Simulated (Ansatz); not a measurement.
**Pressure series in InPd2**

Start from InPd$_{2}$ (space group Pnma, No. 62; a = 5.627 Å, b = 4.179 Å, c = 8.249 Å; a cell from a computed database, its experimental status unchecked).

Cell and atoms are relaxed at each pressure.

Level of theory: PBEsol in Ansatz (plane waves to 420 eV, PAW, spin-orbit coupling left out).

Notes on the quantities. enthalpy: H = E + PV relative to the base's energy.

| case | shortest interatomic distance | enthalpy |
|---|---|---|
| base | 2.704 Å | – |
| pressure −2 GPa | 2.713 Å | -0.20 eV/atom |
| pressure −1 GPa | 2.708 Å | -0.10 eV/atom |
| pressure 0.3 GPa | 2.702 Å | +0.03 eV/atom |
| pressure 0.7 GPa | 2.700 Å | +0.07 eV/atom |
| pressure 1.5 GPa | 2.697 Å | +0.15 eV/atom |
| pressure 3 GPa | 2.690 Å | +0.30 eV/atom |
| pressure 5 GPa | ? | +0.50 eV/atom |
| pressure 7.5 GPa | ? | +0.74 eV/atom |
| pressure 10 GPa | ? | +0.98 eV/atom |

Task: Some entries are withheld; estimate them.

Result: 
- pressure 5 GPa, shortest interatomic distance: 2.682 Å
- pressure 7.5 GPa, shortest interatomic distance: 2.673 Å
- pressure 10 GPa, shortest interatomic distance: 2.664 Å

Load acts through the strain it causes; cell and atoms are relaxed under it. Whether these cells are dynamically stable was not tested. Competing high-pressure phases were not computed. All final runs are without spin polarisation.

Ansatz is a first-principles code.
